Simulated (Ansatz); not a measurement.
ScHfTaN₃ (model structure, P3m1, No. 156, 6 atoms in the cell) was calculated with PBE (Ansatz, a program for electronic structure, PAW).

Settings: plane-wave cutoff 520 eV, 18×18×8 k mesh (along the axes of the cell as run), Fermi–Dirac smearing 0.05 eV, scalar-relativistic PAW data made under PBE.

Cell (relaxed at this level):

Space group P3m1 (No. 156); a = 3.173 Å, b = 3.173 Å, c = 7.746 Å, α = 90.00°, β = 90.00°, γ = 120.00°

```json
[
 {"atom": "Hf", "site": "1a", "symmetry": "3m.", "x": "0.0000", "y": "0.0000", "z": "0.9962"},
 {"atom": "Sc", "site": "1b", "symmetry": "3m.", "x": "0.3333", "y": "0.6667", "z": "0.3382"},
 {"atom": "Ta", "site": "1c", "symmetry": "3m.", "x": "0.6667", "y": "0.3333", "z": "0.6671"},
 {"atom": "N", "site": "1c", "symmetry": "3m.", "x": "0.6667", "y": "0.3333", "z": "0.1641"},
 {"atom": "N", "site": "1a", "symmetry": "3m.", "x": "0.0000", "y": "0.0000", "z": "0.5054"},
 {"atom": "N", "site": "1b", "symmetry": "3m.", "x": "0.3333", "y": "0.6667", "z": "0.8290"}
]
```

Q: Estimate the bulk modulus B0 that the calculation returns.

A: 
- bulk modulus B0: 259 GPa

The run finds no gap.

Note: the bulk modulus is −V dP/dV from two relaxed cells at ±2 % in volume; the relaxation could raise the start's symmetry but not lower it, so the cell can be a saddle point.

Spin–orbit coupling is not included; it can open a gap where bands touch, and shift volumes and moduli.

Static lattice: no zero-point or thermal effects.

Computing time: around 6 core-minutes (rough).

A model structure was made by putting elements into a prototype or built by hand; it is no filed structure, need not be a known phase, and can be a saddle point held by its symmetry.
